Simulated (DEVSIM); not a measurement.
Structure: abrupt Si p-n junction, at 250 K.

Layer 1 from the left is Si, thickness (μm) 18.0, Na (cm⁻³) 1.3e15, τn (s) 1e-7, τp (s) 1e-7. Layer 2 from the left is Si, thickness (μm) 33.0, Nd (cm⁻³) 2.2e17, τn (s) 1e-7, τp (s) 1e-7.

Left contact: ohmic. Right contact: ohmic. Voltage is applied to the left contact. Recombination: SRH at mid-gap. Mobility is μmin + (μ − μmin)/(1 + (N/Nref)^α).

The device is made up for the run: typed textbook-type constants, with dimensions and the other settings drawn at random. Values at 300 K; Nc and Nv go as T^1.5, mobilities as T to minus their exponent, the gap by Varshni's rule with the affinity fixed.

Si: gap (eV) 1.124, affinity (eV) 4.05, permittivity 11.7, Nc (cm⁻³) 2.86e19, Nv (cm⁻³) 3.1e19, μn (cm²/Vs) 1417, μp (cm²/Vs) 470, μn,min 52, μp,min 45, Nref,n 9.7e16, Nref,p 2.2e17, αn 0.68, αp 0.72, T exponent of μn 2.3, T exponent of μp 2.2, Varshni α (eV/K) 0.000473, Varshni β (K) 636.

Problem. Estimate by hand the built-in potential, the peak field at zero bias, the capacitance at -0.6 V, and compare with a numerical solution.

Solution. 
- Built-in potential: ni = √(Nc Nv) exp(−Eg/2kT) = 8.01e7 cm⁻³ with Eg = 1.136 eV; Vbi = kT/q ln(Na Nd/ni²) = 0.826 V; numerical 0.826 V.
- Peak field at zero bias: depletion approximation: W = √(2εVbi/(qN)) = 0.909 μm with N = 1.29e15 cm⁻³; field = 2Vbi/W = 18200 V/cm; numerical 27400 V/cm (estimate below by 34 %).
- Capacitance at -0.6 V: C = √(qεN / 2(Vbi + |V|)) = 8.67 nF/cm²; numerical 8.87 nF/cm² (estimate below by 2.2 %).

Model (solved in DEVSIM): 1D drift-diffusion, Boltzmann statistics, complete ionisation; no tunnelling, impact ionisation, image-force lowering or self-heating.
